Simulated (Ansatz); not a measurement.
The parent structure is Mo in the bcc (W type) structure (space group Im-3m, No. 229; a = 3.1115 Å; relaxed with 0.1 eV smearing). Axes: x, y, z lie along the cube axes.

Level of theory: Ansatz (an electronic-structure program) LDA, scalar-relativistic without spin-orbit coupling.

Base values:

The pressure comes out as 0.0 GPa. The shortest interatomic distance comes out as 2.695 Å. The band gap is zero.

One thing is altered: biaxial strain −0.50 %, plane normal [001], relaxed out of plane (Cartesian); in-plane vectors clamped, the third vector and the atoms free.

### Question
What does the calculation give for the pressure after the change?

### Answer
The pressure (mean of the normal stresses, compression positive) goes from zero to 1.9 GPa.

### Question
What happens to the out-of-plane strain?

### Answer
The out-of-plane strain amounts to +0.36 %.

### Question
What does the calculation give for the shortest interatomic distance after the change?

### Answer
The shortest interatomic distance decreases by 0.006 Å (2.695 Å → 2.689 Å).

### Question
How does this affect the band gap?

### Answer
The band gap stays zero.

No phonon test of stability was made. The final runs are not spin-polarised.
